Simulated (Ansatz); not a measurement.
# Effect of strain tensor (xx, yy, zz, yz, xz, xy) = (+0.11, −1.41, +1.26, +0.90, +0.08, +0.29) % on CaO

The parent structure is CaO in the rock salt structure (space group Fm-3m, No. 225; a = 4.795 Å). Axes: x, y, z lie along the cube axes.

The change: strain tensor (xx, yy, zz, yz, xz, xy) = (+0.11, −1.41, +1.26, +0.90, +0.08, +0.29) %; the atoms relax in the strained cell.

Calculations: r2SCAN, PAW, 500 eV (Ansatz, an electronic-structure program; scalar-relativistic without spin-orbit coupling). Γ-centred 12×12×12 mesh, Fermi–Dirac width 0.05 eV.

| quantity | base | changed | shift |
|---|---|---|---|
| volume per atom | 13.78 Å³ | 13.77 Å³ | -0.01 Å³ |
| space group | Fm-3m (No. 225) | P-1 (No. 2) | – |
| shortest interatomic distance | 2.397 Å | 2.364 Å | -0.0337 Å |
| energy relative to the base (free energy F) | 0 meV/atom | +3.9 meV/atom | +3.9 meV/atom |
| pressure (mean of the normal stresses, compression positive) | 0.00 GPa | 0.21 GPa | +0.21 GPa |
| band gap | 4.20 eV | 4.10 eV | -0.10 eV |
| gap character | – | indirect, Γ → V | – |
| smallest direct gap | 4.57 eV | 4.52 eV | -0.05 eV |
| electron mass | 1.4 mₑ along k, 0.44 mₑ across (at X) | 1.4 mₑ along k, 0.44 mₑ across (at X) | – |
| valence-band top at Γ (three highest levels, from the VBM) | 0.00, 0.00, 0.00 eV | 0.00, -0.05, -0.09 eV | – |
| valley order (the lowest conduction-band minima on the path, energy above the VBM, named in the base's zone) | X along ⟨100⟩ 4.20 eV; Γ 5.50 eV | X along [010] 4.10 eV; X along [100] 4.16 eV; X along [001] 4.19 eV; Γ 5.43 eV | – |
| stress (xx, yy, zz, yz, xz, xy; compression positive) | – | (-0.14, 2.71, -1.94, -1.43, -0.14, -0.47) GPa | – |

Cost of the whole job for the changed cell (relaxation, final SCF and bands): roughly 70 core-seconds.

Masses are band curvatures over ±0.01 Å⁻¹ around the edge. Along k means along the line from Γ to the band edge. Whether these cells are dynamically stable was not tested. k-point labels follow each cell's own Brillouin zone.
